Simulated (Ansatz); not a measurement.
BeTe under load (space group I-4m2), r2SCAN with spin-orbit coupling, rigid bands in Ansatz (a program for electronic structure). Condition of this run: uniaxial stress zz = -1 GPa (compression positive) (the target of the relaxation). Band gap 2.04 eV, N_c = 1.93e19 cm⁻³ and N_v = 6.59e18 cm⁻³ at 300 K, conductivity masses along z (a = (0.00, 2.82, 2.86) Å; b = (2.82, 0.00, 2.86) Å; c = (2.82, 2.82, 0.00) Å) of 0.275 mₑ (electrons) and 0.447 mₑ (holes). Take k_BT = 0.02585 eV.

Question: Find the intrinsic carrier density and the intrinsic Fermi level.

Answer: n_i = √(N_c N_v) exp(−E_g/2k_BT) = 1.13e19 × exp(−39.46) = 8.3e1 cm⁻³. The level lies (k_BT/2) ln(N_v/N_c) = -14 meV from mid-gap (positive towards the conduction band). Each 0.1 eV added to the gap lowers n_i by a factor of 6.9.

Question: A film of it is 5 nm thick, with its normal along the direction named. Estimate the confinement energies in an infinite well.

Answer: ħ²π²/(2m t²) = 0.376 eV·nm²/(m/mₑ × t²) gives 54.7 meV for electrons and 33.6 meV for holes, so the gap would widen to about 2.13 eV. Finite barriers and nonparabolic bands lower this, and with several valleys or bands the heaviest mass along the normal sets the lowest level, not this average.

Question: What built-in voltage has an abrupt junction with N_A = 1e16 and N_D = 1e17 cm⁻³, all dopants ionised?

Answer: V_bi = E_g/e − (k_BT/e) ln(N_c N_v/(N_A N_D)) = 2.04 − 0.02585 × 11.75 = 1.74 V, for the computed gap.

Rigid bands with the computed gap; masses take one relaxation time for all states.
